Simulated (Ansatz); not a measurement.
PBE-D3(BJ) against r2SCAN+rVV10: WSe2, Os on a W site

Take a 12-atom supercell of WSe$_{2}$ in the 2H-MoS2 type structure (space group P6_3/mmc, No. 194; a = 3.279 Å, c = 12.786 Å; layered, stacked along the Cartesian z axis) at its relaxed geometry as the base.

(Cell as relaxed with PBE-D3(BJ).)

Levels (all Ansatz, a quantum-chemistry and plane-wave program, PAW): PBE-D3(BJ) (420 eV, spin-orbit coupling left out); r2SCAN+rVV10 (500 eV, no spin-orbit coupling).

Each level relaxes its own structure.

The change: a neutral Os on a W site, atoms relaxed at fixed cell, starting from a slightly rattled geometry.

```tsv
quantity	PBE-D3(BJ)	r2SCAN+rVV10
shift of the substituted atom off its lattice site	0.25 Å	(withheld)
pressure	0.7 GPa	(withheld)
largest displacement of a host atom from its site in the perfect cell	0.23 Å	(withheld)
```

Question: Given the PBE-D3(BJ) results, estimate those of r2SCAN+rVV10.

Answer: 
- shift of the substituted atom off its lattice site, r2SCAN+rVV10: 0.26 Å
- pressure, r2SCAN+rVV10: 0.8 GPa
- largest displacement of a host atom from its site in the perfect cell, r2SCAN+rVV10: 0.25 Å

The two differ in detail. Neither level is exact; r2SCAN+rVV10 is the comparison here, not a measurement.

The magnetic state is the one reached from the starting moments; the real material's order can differ, and small cells can't hold many antiferromagnetic ones. The cell is small, so the values are those of an ordered compound at a high defect concentration; dilute-limit values will differ. A case with no gap was solved on a k-mesh chosen for an insulator, which is coarse for it. Seeded moments were not kept for Os on a W site.
